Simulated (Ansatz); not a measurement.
# Several settings converged on the (001) slab of Mo2N (cut from a parent of space group no. 166; 9 atoms in the cell)

```yaml
crystal:
  lattice:
    - [2.89020, 0.00000, 0.00000]
    - [-1.44510, 2.50299, 0.00000]
    - [0.00000, 0.00000, 26.75679]
  atoms:
    - { symbol: Mo, position: [0.33333, 0.66667, 0.63663] }
    - { symbol: Mo, position: [0.00000, 0.00000, 0.55088] }
    - { symbol: N, position: [0.00000, 0.00000, 0.68751] }
    - { symbol: Mo, position: [0.00000, 0.00000, 0.26162] }
    - { symbol: Mo, position: [0.66667, 0.33333, 0.73838] }
    - { symbol: N, position: [0.66667, 0.33333, 0.31249] }
    - { symbol: Mo, position: [0.66667, 0.33333, 0.44912] }
    - { symbol: Mo, position: [0.33333, 0.66667, 0.36337] }
    - { symbol: N, position: [0.33333, 0.66667, 0.50000] }
```

Base method: LDA (PW92), default PAW files made with PBE (plane waves; Ansatz, an electronic-structure program).

Base settings: basis.ecutwfc = 30.9 Ry; kpoints.mp_grid.grid = 10 10 1; hamiltonian.xc = lda; hamiltonian.pseudopotentials = {kind: paw} (the program's default PAW files); scf.occupations.method = fermi_dirac; scf.occupations.width = 0.0073 Ry.

The count of work is k-points × plane waves × bands × iterations; it is no time. Core times come from one kind of shared machine, to one figure; runs under 30 s give none.

**The vacuum**

The mesh stays at the base's, so the ladder's end is converged at best in this setting alone.

Only quantities that move along the ladder and can be compared are tabulated.

```tsv
vacuum between outermost atoms (Å)	free energy less the last step's (meV/atom)	largest difference of a force vector from the last step's (eV/Å)	count of work / last
3.0	-232.40	2.356	0.33
4.0	-61.55	0.932	0.39
5.0	-10.60	0.184	0.42
6.0	-1.84	0.030	0.44
7.0	-0.32	0.006	0.46
8.0	-0.05	0.001	0.48
10.0	0.01	0.001	0.53
12.0	-0.01	0.000	0.58
14.0	0.00	0.000	0.63
17.0	0.01	0.001	0.70
20.0	0.02	0.000	0.77
25.0	0.02	0.001	0.88
30.0	0.00	0.000	1.0
```

Smallest vacuum between outermost atoms (Å) that holds the free energy within 1 meV/atom of the last step, with all finer ones: 7.0; the step before is off by 1.8 meV/atom.

Smallest vacuum between outermost atoms (Å) that holds the forces within 0.01 eV/Å of the last step, with all finer ones: 7.0; the step before is off by 0.030 eV/Å.

**The k-point mesh**

Only quantities that move along the ladder and can be compared are tabulated.

```csv
kpoints.mp_grid.grid,free energy less the last step's (meV/atom),largest difference of a force vector from the last step's (eV/Å),count of work / last,core time / last (rough)
3 3 1,207.76,1.367,0.026,–
4 4 1,54.65,0.825,0.039,–
5 5 1,17.46,0.185,0.049,–
6 6 1,-0.46,0.107,0.068,–
7 7 1,2.44,0.120,0.070,–
8 8 1,0.72,0.081,0.088,–
10 10 1,-0.24,0.024,0.12,–
11 11 1,-0.69,0.008,0.16,–
13 13 1,0.34,0.006,0.18,–
15 15 1,-0.26,0.004,0.24,–
18 18 1,0.02,0.004,0.32,–
21 21 1,0.04,0.001,0.42,0.4
24 24 1,0.00,0.001,0.54,0.6
29 29 1,0.00,0.000,0.75,0.8
34 34 1,0.00,0.000,1.0,1
```

Coarsest kpoints.mp_grid.grid that holds the forces within 0.02 eV/Å of the last step, with all finer ones: 11 11 1, at 0.16 of the last step's count of work; the step before is off by 0.024 eV/Å.

Coarsest kpoints.mp_grid.grid that holds the free energy within 5 meV/atom of the last step, with all finer ones: 6 6 1, at 0.068 of the last step's count of work; the step before is off by 17 meV/atom.

**The plane-wave cutoff**

The mesh stays at the base's, so the ladder's end is converged at best in this setting alone.

Only quantities that move along the ladder and can be compared are tabulated.

| basis.ecutwfc | free energy less the last step's (meV/atom) | largest difference of a force vector from the last step's (eV/Å) | count of work / last |
|---|---|---|---|
| 15.4 Ry | 2604.54 | 1.307 | 0.13 |
| 18.4 Ry | 745.64 | 0.293 | 0.17 |
| 21.7 Ry | 182.10 | 0.079 | 0.20 |
| 26.1 Ry | 22.96 | 0.008 | 0.28 |
| 30.9 Ry | 2.36 | 0.000 | 0.36 |
| 37.1 Ry | 0.19 | 0.000 | 0.47 |
| 46.3 Ry | 0.08 | 0.000 | 0.64 |
| 61.7 Ry | 0.00 | 0.000 | 1.0 |

Coarsest basis.ecutwfc that holds the free energy within 1 meV/atom of the last step, with all finer ones: 37.1 Ry; the step before is off by 2.4 meV/atom.

Coarsest basis.ecutwfc that holds the forces within 0.01 eV/Å of the last step, with all finer ones: 26.1 Ry, at 0.28 of the last step's count of work; the step before is off by 0.079 eV/Å.

On the base run: the starting cell comes from a database of computed structures (which also holds hypothetical and non-ambient phases and stackings), without a prior relaxation at this level. The slab is cut from that crystal, and its faces are unrelaxed. Its lattice was rescaled by up to half a per cent. Spin polarisation is off; with an odd number of electrons in the cell that forces a metal, and a magnetic state may lie lower. In the base run, forces exceed 1 eV/Å.

Left out of this page: 1 run of the series outside the window shown, repeating another row's setting, or not comparable.

Keys are those of Ansatz 0.2.
